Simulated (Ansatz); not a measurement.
The parent structure is InSb in the zinc blende structure (space group F-43m, No. 216; a = 6.635 Å).

(Cell as relaxed with PBE.)

Levels (all Ansatz, a program for electronic structure, PAW, earlier PAW set): PBE (420 eV, scalar-relativistic without spin-orbit coupling); r2SCAN (500 eV, spin-orbit coupling left out).

Each level relaxes its own structure.

| base | PBE | r2SCAN |
|---|---|---|
| volume per atom | 36.51 Å³ | 35.24 Å³ |
| lattice parameter a | 6.635 Å | 6.557 Å |
| band gap | zero | zero |

One thing is altered: a hydrostatic pressure of 0.7 GPa.

| quantity | PBE | r2SCAN |
|---|---|---|
| band gap | zero | ___ |
| volume per atom | 35.86 Å³ | ___ |

### Question
What does r2SCAN give?

### Answer

- band gap, r2SCAN: 0.11 eV
- volume per atom, r2SCAN: 34.71 Å³

They disagree on the band gap; PBE's volume per atom lies 1.15 Å³ above r2SCAN's (3.3 %). Neither level is exact; r2SCAN is the comparison here, not a measurement.

Spin-orbit coupling, missing from the scalar runs, can matter with Sb. Load acts through the strain it causes; cell and atoms are relaxed under it. Stability against distortions was not tested. All final runs are without spin polarisation. Gaps under 0.05 eV, about the width of the smearing, are given as zero. The zero or small gap of InSb can change with the level of theory.
